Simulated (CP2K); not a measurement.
A self-consistent single point of NiPbF6 (R-3, 8 atoms in the cell) with CP2K.

Level of theory: PBEsol, GPW, DZVP-MOLOPT-SR-GTH basis, GTH-PBE potentials (GTH_POTENTIALS) (CP2K 2026.2).

The change in words: lattice scaled by 0.98. Reference geometry:
```
CELL_PARAMETERS angstrom
      5.65673     0.00000     0.00000
      3.29987     4.59450     0.00000
      3.29987     1.69275     4.27130
ATOMIC_POSITIONS crystal
  Ni 0.00000 0.00000 0.00000
  Pb 0.50000 0.50000 0.50000
  F  0.39328 0.08912 0.76111
  F  0.60672 0.91088 0.23889
  F  0.76111 0.39328 0.08912
  F  0.23889 0.60672 0.91088
  F  0.08912 0.76111 0.39328
  F  0.91088 0.23889 0.60672
```
Moments meant for the start (each program seeds them in its own way; μB, in the order of the atoms Ni Pb F F F F F F): 2.0 0.0 0.0 0.0 0.0 0.0 0.0 0.0.

Reference input (self-consistent single point, DFT PBEsol, GPW, DZVP-MOLOPT-SR-GTH basis, GTH-PBE potentials (GTH_POTENTIALS)): UKS = T; CUTOFF = 600 Ry; REL_CUTOFF = 50 Ry; SMEAR/METHOD = FERMI_DIRAC; ELECTRONIC_TEMPERATURE = 232.09 K; KPOINTS/SCHEME = MONKHORST-PACK 3 3 3; XC_FUNCTIONAL = PBE:PBESOL; Ni/BASIS_SET = DZVP-MOLOPT-SR-GTH-q18; Ni/POTENTIAL = GTH-PBE-q18; Pb/BASIS_SET = DZVP-MOLOPT-SR-GTH-q4; Pb/POTENTIAL = GTH-PBE-q4; F/BASIS_SET = DZVP-MOLOPT-SR-GTH-q7. This run's input differs from it in these lines:

```diff
@@ -67,4 +67,4 @@
     &CELL
-      ABC 5.65672800 5.65672841 5.65672788
-      ALPHA_BETA_GAMMA 54.31325023 54.31325528 54.31324663
+      ABC 5.54359300 5.54359350 5.54359360
+      ALPHA_BETA_GAMMA 54.31325145 54.31325196 54.31325121
       PERIODIC XYZ
```

Output, abridged:

```
 SCF WAVEFUNCTION OPTIMIZATION

  Step     Update method      Time    Convergence         Total energy    Change
     1 NoMix/Diag. 0.30E+00      -     0.95478376      -317.7547538352 -3.18E+02
     2 Broy./Diag. 0.30E+00      -     0.13909549      -311.0838007913  6.67E+00
     3 Broy./Diag. 0.30E+00      -     0.10612724      -316.6647936371 -5.58E+00
     4 Broy./Diag. 0.30E+00      -     0.01336564      -318.3187058128 -1.65E+00
     5 Broy./Diag. 0.30E+00      -     0.03460352      -317.6721063680  6.47E-01
     6 Broy./Diag. 0.30E+00      -     0.00488974      -317.6971262511 -2.50E-02
   [... 18 lines left out ...]
    25 Broy./Diag. 0.30E+00      -     0.00000249      -317.6994608989 -1.29E-05
    26 Broy./Diag. 0.30E+00      -     0.00000211      -317.6994794291 -1.85E-05
    27 Broy./Diag. 0.30E+00      -     0.00000225      -317.6994915343 -1.21E-05
    28 Broy./Diag. 0.30E+00      -     0.00000044      -317.6994843290  7.21E-06
  *** SCF run converged in    28 steps ***

  Overlap energy of the core charge distribution:               0.00000006775994
  Self energy of the core charge distribution:               -654.32311373907487
  Core Hamiltonian energy:                                    182.96545478124531
  Hartree energy:                                             198.90707805500023
  Exchange-correlation energy:                                -45.24890328540599
  Electronic entropic energy:                                  -0.00000020850673
  Fermi energy:                                                 0.08436988170326

  Total energy:                                              -317.69948432897968
  Total energy (extrapolated to T->0):                       -317.69948422472629

   [... lines left out ...]

 STRESS| Analytical stress tensor [bar]
 STRESS|                        x                   y                   z
 STRESS|      x        3.69062943195E+04  -4.81979374962E+01  -3.27054725927E+01
 STRESS|      y       -4.81979374962E+01   3.69752449208E+04  -1.68743847962E+01
 STRESS|      z       -3.27054725927E+01  -1.68743847962E+01   3.69885430583E+04
 STRESS| 1/3 Trace                                             3.69566940995E+04
```

The run converged in 28 iterations. Against the reference run the free energy stays essentially unchanged (within 1 meV/atom), the pressure goes from -2.45 to 3.70 GPa, the largest force goes from 0.469 to 0.615 eV/Å, the gap on the mesh goes from 0.251 to 0.373 eV and the size of the net moment stays at 0.25 μB/atom.

The starting cell comes from a database of computed structures (which also holds hypothetical and non-ambient phases and stackings), without a prior relaxation at this level. Its lattice was rescaled by a random factor within 2.5 % of one. For this run, on top of that: lattice scaled by 0.98. Spin-orbit coupling is off. With one magnetic atom in the cell only a parallel order is possible. Values carry the incompleteness of an atom-centred basis. The potentials were made for another functional than the one used. With a pressure of about 4 GPa the cell is away from its equilibrium volume at this level.

Cost on one core of a shared machine: roughly 3 min.
